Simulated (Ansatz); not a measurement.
Consider Ti3Al (space group P6_3/mmc, No. 194; a = 5.7471 Å, c = 4.6315 Å). Axes: x lies along a and z along c of the hexagonal cell.

Level of theory: plane-wave PAW DFT at the r2SCAN level (Ansatz, a quantum-chemistry and plane-wave program, 500 eV), no spin-orbit coupling.

Base values:

| Property | Value |
|---|---|
| Volume per atom | 16.56 Å³ |

The change: uniaxial stress, 8 GPa compression along z, with the cell and atoms free to relax against it.

**Question.** How does this affect the volume per atom?

**Answer.** The volume per atom drops by 0.30 Å³ (16.56 Å³ → 16.26 Å³).

Load acts through the strain it causes; cell and atoms are relaxed under it. Beyond what the load breaks, stability against distortions was not tested. The final runs are not spin-polarised.
